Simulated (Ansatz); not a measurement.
AlN under load (space group P6_3mc): band-edge transport data

Consider the following.

```xyz
4
Lattice="3.0839 0.0000 0.0000 -1.5420 2.6707 0.0000 0.0000 0.0000 5.0117" Properties=species:S:1:pos:R:3 pbc="T T T"
Al     0.0000     1.7805    -0.0104
Al     1.5420     0.8902     2.4954
N      0.0000     1.7805     1.8898
N      1.5420     0.8902     4.3957
```

All values below come from PBE with spin-orbit coupling, rigid bands (plane waves, PAW; Ansatz, an electronic-structure program). Condition of this run: biaxial stress in the c plane of 4.5 GPa (compression positive) (the target of the relaxation). Cell: cell and atoms relaxed with PBEsol, then loaded as said.

```
Item                                                                   Result
--------------------------------------------  -------------------------------
band gap                                                              4.37 eV
electron conductivity mass (300 K, dilute)    0.32 (x), 0.32 (y), 0.30 (z) mₑ
hole conductivity mass (300 K, dilute)          4.0 (x), 4.0 (y), 0.63 (z) mₑ
effective density of states N_c (300 K)                           4.4e18 cm⁻³
effective density of states N_v (300 K)                           8.9e19 cm⁻³
density-of-states mass, electrons                                     0.31 mₑ
density-of-states mass, holes                                          2.3 mₑ
Seebeck coefficient, n-type 1e19 cm⁻³, 300 K                        -159 μV/K
Seebeck coefficient, p-type 1e19 cm⁻³, 300 K                         430 μV/K
```

Rigid bands; masses and Seebeck coefficients take one relaxation time τ for all states and one kind of carrier; polarons and phonon drag are left out. Geometry: cell and atoms relaxed with PBEsol.
